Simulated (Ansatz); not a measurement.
Base system: Ta in the bcc (W type) structure (space group Im-3m, No. 229; relaxed with 0.1 eV smearing).

```yaml
crystal:
  lattice:
    - [-1.62703, 1.62703, 1.62703]
    - [1.62703, -1.62703, 1.62703]
    - [1.62703, 1.62703, -1.62703]
  atoms:
    - { symbol: Ta, position: [0.00000, 0.00000, 0.00000] }
```

Computed with Ansatz (a quantum-chemistry and plane-wave program) LDA, no spin-orbit coupling.

Base values:

| Property | Value |
|---|---|
| Pressure | 0.0 GPa |

Now apply this change: an isotropic linear strain of +3.00 %; the atoms relax in the strained cell.

Problem. Predict the new energy relative to the base.

Solution. The energy rises by 87 meV/atom.

Problem. What does the calculation give for the pressure after the change?

Solution. The pressure goes from zero to -16.3 GPa.

Whether these cells are dynamically stable was not tested. The final runs are not spin-polarised.
